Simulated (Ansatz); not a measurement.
## SiC with two functionals, biaxial strain −1.54 %, plane normal [001], relaxed out of plane

Consider SiC (space group P6_3mc, No. 186; a = 3.094 Å, c = 10.129 Å). Axes: x lies along a and z along c of the hexagonal cell.

(Cell as relaxed with PBE.)

Levels (all Ansatz, a quantum-chemistry and plane-wave program, PAW, earlier PAW set): PBE (420 eV, no SOC); r2SCAN (500 eV, spin-orbit coupling left out).

Each level relaxes its own structure.

| base | PBE | r2SCAN |
|---|---|---|
| volume per atom | 10.50 Å³ | 10.33 Å³ |
| lattice parameter a | 3.094 Å | 3.078 Å |
| band gap | 2.22 eV | 2.60 eV |

One thing is altered: compressive biaxial strain of 1.54 % in the plane normal to [001], as in epitaxy on a mismatched substrate; the out-of-plane cell vector and the atoms relax.

```json
[
 {"quantity": "band gap", "PBE": "2.10 eV", "r2SCAN": "(withheld)"},
 {"quantity": "out-of-plane strain", "PBE": "+0.31 %", "r2SCAN": "(withheld)"},
 {"quantity": "pressure (mean of the normal stresses, compression positive)", "PBE": "63.6 kbar", "r2SCAN": "(withheld)"},
 {"quantity": "gap character", "PBE": "indirect, Γ → M", "r2SCAN": "(withheld)"}
]
```

Problem. Given the PBE results, estimate those of r2SCAN.

Solution. 
- band gap, r2SCAN: 2.48 eV
- out-of-plane strain, r2SCAN: +0.28 %
- pressure (mean of the normal stresses, compression positive), r2SCAN: 68.7 kbar
- gap character, r2SCAN: indirect, Γ → M

PBE's band gap lies 0.375 eV below r2SCAN's; PBE's out-of-plane strain lies 0.03 % above r2SCAN's; PBE's pressure lies 5.1 kbar below r2SCAN's; the two agree on the gap character. Neither level is exact; r2SCAN is the comparison here, not a measurement.

Stability against distortions was not tested.
